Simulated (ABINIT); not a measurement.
**Equation of state of fcc Au (space group 225): energy against volume (ABINIT, LDA)**

```
CELL_PARAMETERS angstrom
      0.00000     1.96066     1.96066
      1.96066     0.00000     1.96066
      1.96066     1.96066     0.00000
ATOMIC_POSITIONS crystal
  Au 0.00000 0.00000 0.00000
```

Method of the run: LDA (PW92), norm-conserving pseudopotentials (PseudoDojo nc-sr-04 LDA standard) (plane waves; ABINIT 10.0.3). Settings: pseudos = [Au.upf]; ecut = 1333 eV; occopt = 3; tsmear = 0.00183747 Ha; ngkpt = 25 25 25; nshiftk = 1; shiftk = 0 0 0; potentials = PseudoDojo nc-sr-04 LDA standard; nband = 15; kptopt = 1; nstep = 50; tolvrs = 1e-10. The cell above is the first row's. The rows scale it uniformly. In all rows the k mesh is held. E is the free energy at the stated smearing, counted from the lowest row.

```csv
V (Å^3/atom),E (meV/atom)
15.074,?
15.402,54.72
15.730,25.97
16.057,8.18
16.385,0.00
16.713,0.24
17.040,7.86
17.368,21.92
17.696,41.59
```

Question: Fit E against V with the third-order Birch-Murnaghan form, a cubic in V^(-2/3), and predict the withheld value at V = 15.074.

Answer: With u = V^(-2/3) - 0.154, the rows have u = 0.007541, 0.005287, 0.003117, 0.001013, -0.001022, -0.002985, -0.004892, -0.006741. Least squares gives E = -0.855 - 119.76·u + 952821·u² + 5379685·u³. Residuals (row less fit): -0.013, 0.030, -0.012, -0.007, -0.017, 0.011, 0.016, -0.012; standard error 0.023 (degrees of freedom: 4). Its minimum lies at u = 0.000063, so V0 = (0.154063)^(-3/2) = 16.54. There d²E/du² = 1908000 and d³E/du³ = 3.228e7, so B0 = (4/9) × 16.54^(-7/3) × 1908000 × 0.160218 = 195 GPa (the last factor turns the table's units into GPa), and B0' = 4 + (2/3) × 0.154063 × (3.228e7)/1908000 = 5.7. The program's pressures in the fitted runs (not shown) pass through zero at V = 16.54, 0.00 % from this V0. At the withheld row, u = 0.009876, so E = -0.855 - 119.76 × 0.009876 + 952821 × 0.009876² + 5379685 × 0.009876³ = 96.078 meV/atom. The calculation gives 95.94 meV/atom, 0.138 meV/atom below the prediction (0.1 % of the range of E in the table). The row lies outside the fitted rows, so this is an extrapolation. From the scatter of the fitted rows alone, a prediction at this place has a standard error of 0.067 meV/atom, so the miss is 2.1 times that.

Carrying the step between the two nearest rows on in a straight line would have given 83.47, off by 12.47; series whose last step already gives the withheld value aren't shown. The scan was laid around a cell of about the measured size, scaled by a guess for this functional. Spin-orbit coupling is off. Cutoffs and mesh are single choices, not tested for convergence of this quantity. Series with a scatter that would blur these digits, or in which a gap closes, are not shown. Nor are scans whose minimum lies at an end fitted in this form.
